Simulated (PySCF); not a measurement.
A self-consistent single point of Al (Fm-3m, 1 atom in the cell) with PySCF.

Method of the run: PBE, Gaussian basis gth-dzvp-molopt-sr, GTH pseudopotentials gth-pbe, FFT density fitting with multigrid (PySCF 2.14.0).

The change in words: lattice scaled by 0.98. Reference geometry:
```
Al
1.0
    0.00000     2.06187     2.06187
    2.06187     0.00000     2.06187
    2.06187     2.06187     0.00000
Al
1
Direct
  0.00000   0.00000   0.00000
```

Reference input (self-consistent single point, DFT PBE, Gaussian basis gth-dzvp-molopt-sr, GTH pseudopotentials gth-pbe, FFT density fitting with multigrid): cell.basis = gth-dzvp-molopt-sr; cell.pseudo = gth-pbe; cell.ke_cutoff = 50 Ha; cell.spin = 1; make_kpts mesh = 11 11 11; mf.xc = pbe; smearing.sigma = 0.00183747 Ha; smearing.method = gauss; cell.precision = 1e-06; solver class = KUKS; density fitting = multigrid_numint; mf.conv_tol = 1e-09 Ha. This run's input differs from it in these lines:

```diff
@@ -4,5 +4,5 @@
 cell = gto.M(
-    a=np.array([[0, 2.061874, 2.061874],
-              [2.061874, 0, 2.061874],
-              [2.061874, 2.061874, 0]]),
+    a=np.array([[0, 2.020637, 2.020637],
+              [2.020637, 0, 2.020637],
+              [2.020637, 2.020637, 0]]),
     atom='''
```

Log, with long lists cut:

```
init E= -2.08091276926685
    sigma = 0.00183747  Optimized mu = 0.295249534412  entropy = 0.0259464471373
nelec by numeric integration = [1.5 1.5]
    Total E(T) = -2.07168206655502  Free energy = -2.07172974237324  E0 = -2.07170590446413
cycle= 1 E= -2.07168206655502  delta_E= 0.00923  |g|= 0.371  |ddm|= 49.1
    sigma = 0.00183747  Optimized mu = 0.295000674611  entropy = 0.0268209569883
nelec by numeric integration = [1.5 1.5]
    Total E(T) = -2.07168895378799  Free energy = -2.07173823649183  E0 = -2.07171359513991
cycle= 2 E= -2.07168895378799  delta_E= -6.89e-06  |g|= 0.261  |ddm|= 0.637
   [... lines left out ...]
cycle= 7 E= -2.07169403068236  delta_E= 1.19e-09  |g|= 1.64e-06  |ddm|= 0.000619
    sigma = 0.00183747  Optimized mu = 0.294423719204  entropy = 0.0284542975472
nelec by numeric integration = [1.5 1.5]
    Total E(T) = -2.07169403070673  Free energy = -2.07174631462484  E0 = -2.07172017266579
cycle= 8 E= -2.07169403070673  delta_E= -2.44e-11  |g|= 2.86e-11  |ddm|= 1.08e-05
    sigma = 0.00183747  Optimized mu = 0.294423719203  entropy = 0.0284542975474
nelec by numeric integration = [1.5 1.5]
    Total E(T) = -2.07169403070673  Free energy = -2.07174631462484  E0 = -2.07172017266578
Extra cycle  E= -2.07169403070673  delta_E= 1.78e-15  |g|= 4.74e-12  |ddm|= 2.15e-10
converged SCF energy = -2.07169403070673
electrons per cell = 3.000000
highest filled level = 0.294013 Ha, lowest empty level = 0.294944 Ha
Mulliken spin moments: [0.]
```

The run converged in 8 iterations. Against the reference run the free energy goes down by 16.1 meV/atom.

The starting cell comes from a database of computed structures (which also holds hypothetical and non-ambient phases and stackings), without a prior relaxation at this level. Its lattice was rescaled by a random factor within 2.5 % of one. For this run, on top of that: lattice scaled by 0.98. Values carry the incompleteness of an atom-centred basis.

Cost on one core of a shared machine: roughly 3 min.
